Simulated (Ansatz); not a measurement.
Electronic density of states of amorphous Hf$_{18}$O$_{39}$In$_{2}$, density 8.68 g/cm³, on a 2×2×2 Γ-centred mesh with a Gaussian width of 0.1 eV; energies count from the Fermi level, whose place inside the gap is arbitrary. Cell and mesh are small, so fine structure isn't converged. Method: PBE, scalar-relativistic without spin-orbit coupling (plane waves to 420 eV, PAW; Ansatz, a program for electronic structure). Sampling: a 2×2×2 Γ-centred mesh; Fermi-Dirac width 0.02 eV; no spin polarisation. At PBE the levels at the filled edge of the gap are localised (band-tail or defect states).

A CHGNet melt-quench gave the starting glass, which DFT then relaxed. O atoms were pushed apart under 1.9 Å during the dynamics, to hinder bonds among them. The hot cell started wider than the set density and was brought back towards it in steps. It is the lowest in DFT energy of 2 quenches. It is a model cell: composition and starting density were chosen by hand, and all elements were melted together. No dispersion term was used. Its density started from a set value of 8.80 and ended at 8.68 g/cm³. The simulated quench (nominally 450 K/ps over its main leg) is rapid and tends to freeze in more defects than a deposited or slowly cooled glass has. Values belong to this one cell and scatter from quench to quench. Volume and shape were free in the relaxation. On a 2×2×2 Γ-centred mesh force components of up to 0.12 eV/Å stay, since the relaxation ran on the zone centre alone.

```tsv
E - EF (eV)	states/(eV atom)
-12.00	8.28
-11.90	4.96
-11.80	3.60
-11.70	2.49
-11.60	1.00
-11.50	0.12
-11.40	0.00
-11.30	0.00
-11.20	0.00
-11.10	0.00
-11.00	0.00
-10.90	0.00
-10.80	0.00
-10.70	0.00
-10.60	0.00
-10.50	0.00
-10.40	0.00
-10.30	0.00
-10.20	0.00
-10.10	0.00
-10.00	0.00
-9.90	0.00
-9.80	0.00
-9.70	0.00
-9.60	0.00
-9.50	0.00
-9.40	0.00
-9.30	0.00
-9.20	0.00
-9.10	0.00
-9.00	0.00
-8.90	0.00
-8.80	0.00
-8.70	0.00
-8.60	0.00
-8.50	0.00
-8.40	0.00
-8.30	0.00
-8.20	0.00
-8.10	0.00
-8.00	0.00
-7.90	0.00
-7.80	0.00
-7.70	0.00
-7.60	0.00
-7.50	0.00
-7.40	0.00
-7.30	0.01
-7.20	0.09
-7.10	0.19
-7.00	0.21
-6.90	0.15
-6.80	0.09
-6.70	0.22
-6.60	0.34
-6.50	0.46
-6.40	0.45
-6.30	0.45
-6.20	0.54
-6.10	0.60
-6.00	0.63
-5.90	0.69
-5.80	0.82
-5.70	0.87
-5.60	0.80
-5.50	0.78
-5.40	0.79
-5.30	0.83
-5.20	0.81
-5.10	0.76
-5.00	0.78
-4.90	0.88
-4.80	0.89
-4.70	0.81
-4.60	0.74
-4.50	0.80
-4.40	0.80
-4.30	0.83
-4.20	0.83
-4.10	0.83
-4.00	0.86
-3.90	0.92
-3.80	0.90
-3.70	0.88
-3.60	0.91
-3.50	0.90
-3.40	0.89
-3.30	0.89
-3.20	0.91
-3.10	0.98
-3.00	0.95
-2.90	0.96
-2.80	0.99
-2.70	0.98
-2.60	0.92
-2.50	0.94
-2.40	0.89
-2.30	0.80
-2.20	0.82
-2.10	0.80
-2.00	0.58
-1.90	0.45
-1.80	0.37
-1.70	0.29
-1.60	0.11
-1.50	0.01
-1.40	0.00
-1.30	0.00
-1.20	0.00
-1.10	0.00
-1.00	0.00
-0.90	0.00
-0.80	0.00
-0.70	0.00
-0.60	0.00
-0.50	0.00
-0.40	0.00
-0.30	0.00
-0.20	0.00
-0.10	0.00
0.00	0.00
0.10	0.00
0.20	0.00
0.30	0.00
0.40	0.00
0.50	0.00
0.60	0.00
0.70	0.00
0.80	0.00
0.90	0.00
1.00	0.00
1.10	0.00
1.20	0.00
1.30	0.00
1.40	0.00
1.50	0.01
1.60	0.02
1.70	0.05
1.80	0.11
1.90	0.11
2.00	0.03
2.10	0.00
2.20	0.01
2.30	0.10
2.40	0.22
2.50	0.29
2.60	0.36
2.70	0.38
2.80	0.34
2.90	0.36
3.00	0.45
3.10	0.52
3.20	0.59
3.30	0.63
3.40	0.66
3.50	0.75
3.60	0.78
3.70	0.69
3.80	0.72
3.90	0.76
4.00	0.78
4.10	0.74
4.20	0.70
4.30	0.74
4.40	0.76
4.50	0.70
4.60	0.66
4.70	0.68
4.80	0.69
4.90	0.64
5.00	0.70
5.10	0.73
```

The level gap on this mesh is 3.27 eV; the broadening fills part of it in the curve.
